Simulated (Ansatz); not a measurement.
Several settings converged on SnO₂ (P2, 6 atoms in the cell)

```yaml
crystal:
  lattice:
    - [4.80236, 0.00000, 0.00000]
    - [0.00000, 4.88118, 0.00000]
    - [0.00000, 0.00000, 3.25062]
  atoms:
    - { symbol: Sn, position: [0.50000, 0.50000, 0.51538] }
    - { symbol: Sn, position: [0.00000, 0.00000, 0.00000] }
    - { symbol: O, position: [0.29185, 0.32104, 0.00000] }
    - { symbol: O, position: [0.70815, 0.67896, 0.00000] }
    - { symbol: O, position: [0.79185, 0.17896, 0.50000] }
    - { symbol: O, position: [0.20815, 0.82104, 0.50000] }
```

Base method: LDA (PW92), default PAW files made with PBE (plane waves; Ansatz, a program for electronic structure).

Base settings: basis.ecutwfc = 420 eV; kpoints.mp_grid.grid = 4 4 7; hamiltonian.xc = lda; hamiltonian.pseudopotentials = {kind: paw} (the program's default PAW files); scf.occupations.method = fixed.

The count of work is k-points × plane waves × bands × iterations; it is no time. 

**The cutoff for other potential files**

Level: DFT, LDA (PW92), plane waves, harder PAW files (source: ansatz) made with PBE.

In this ladder: hamiltonian.pseudopotentials = {kind: paw, source: ansatz}.

The second cell is the first with its lattice scaled by 0.98.

The mesh stays at the base's, so the ladder's end is converged at best in this setting alone.

The first pressure column holds Ansatz's estimate of the finite-basis (Pulay) stress, which hides part of the cutoff error; the other is without it.

Only quantities that move along the ladder and can be compared are tabulated.

```csv
basis.ecutwfc,free energy less the last step's (meV/atom),energy of the compressed cell less the first (meV/atom),pressure (GPa),pressure without the Pulay estimate (GPa),largest difference of a force vector from the last step's (eV/Å),count of work / last
420 eV,1698.80,-21.29,-10.59,-109.19,0.081,0.11
510 eV,414.98,-32.92,-12.21,-39.08,0.027,0.14
650 eV,46.46,-33.83,-12.31,-16.64,0.003,0.21
790 eV,3.62,-34.06,-12.38,-12.82,0.000,0.28
930 eV,0.67,-34.03,-12.37,-12.39,0.000,0.35
1115 eV,0.50,-34.03,-12.37,-12.38,0.000,0.46
1395 eV,0.23,-34.03,-12.37,-12.38,0.000,0.65
1860 eV,0.00,-34.03,-12.37,-12.37,0.000,1.0
```

Coarsest basis.ecutwfc that holds the energy of the compressed cell less the first within 1 meV/atom of the last step, with all finer ones: 650 eV, at 0.21 of the last step's count of work; the step before is off by 1.1 meV/atom.

Coarsest basis.ecutwfc that holds the pressure without the Pulay estimate within 0.1 GPa of the last step, with all finer ones: 930 eV, at 0.35 of the last step's count of work; the step before is off by 0.45 GPa.

Coarsest basis.ecutwfc that holds the free energy within 1 meV/atom of the last step, with all finer ones: 930 eV, at 0.35 of the last step's count of work; the step before is off by 3.6 meV/atom.

The energy difference between the two cells stays within 1 meV/atom of the last step's from 650 eV on, the total only from 930 eV on: much of the error is common to both cells and cancels.

At the lowest cutoff the pressure without the Pulay estimate lies 96.8 GPa under the last step's, the usual sign of Pulay stress in an incomplete plane-wave basis.

**The density cutoff**

The second cell is the first with its lattice scaled by 0.98.

The mesh stays at the base's, so the ladder's end is converged at best in this setting alone.

Only quantities that move along the ladder and can be compared are tabulated.

```csv
basis.ecutrho_ratio,free energy less the last step's (meV/atom),energy of the compressed cell less the first (meV/atom),pressure (GPa)
2,-3.34,-33.84,-11.88
3,0.10,-34.34,-12.46
4,0.00,-34.35,-12.44
5,0.00,-34.35,-12.44
6,0.00,-34.35,-12.44
8,0.00,-34.35,-12.44
10,0.00,-34.35,-12.44
12,0.00,-34.35,-12.44
16,0.00,-34.35,-12.44
```

Coarsest basis.ecutrho_ratio that holds the pressure within 0.05 GPa of the last step, with all finer ones: 3; the step before is off by 0.56 GPa.

Coarsest basis.ecutrho_ratio that holds the energy of the compressed cell less the first within 0.2 meV/atom of the last step, with all finer ones: 3; the step before is off by 0.51 meV/atom.

Coarsest basis.ecutrho_ratio that holds the free energy within 2 meV/atom of the last step, with all finer ones: 3; the step before is off by 3.3 meV/atom.

The energy difference between the two cells stays within 1 meV/atom of the last step's from 2 on, the total only from 3 on: much of the error is common to both cells and cancels.

**The relaxed cell against the cutoff**

On SnO2 (Pnnm, 6 atoms in the cell): atoms on their sites.

In this ladder: relax = cell and atoms.

The mesh stays at the base's, so the ladder's end is converged at best in this setting alone.

Only quantities that move along the ladder and can be compared are tabulated.

```csv
basis.ecutwfc,relaxed volume (Å³/atom),relaxation steps
210 eV,12.307,103
250 eV,11.884,30
295 eV,11.928,25
355 eV,11.857,12
420 eV,11.859,9
505 eV,11.860,7
630 eV,11.858,7
840 eV,11.858,7
```

Coarsest basis.ecutwfc that holds the relaxed volume within 0.024 Å³/atom of the last step, with all finer ones: 355 eV; the step before is off by 0.070 Å³/atom.

At the lowest cutoff the cell relaxes to a volume 3.8 % larger than at the highest. Ansatz relaxes on a stress corrected for the finite basis.

On the base run: the starting cell comes from a database of computed structures (which also holds hypothetical and non-ambient phases and stackings), without a prior relaxation at this level. Its lattice was rescaled by up to half a per cent. One atom was moved a little off its site on purpose.

Keys are those of Ansatz 0.2.
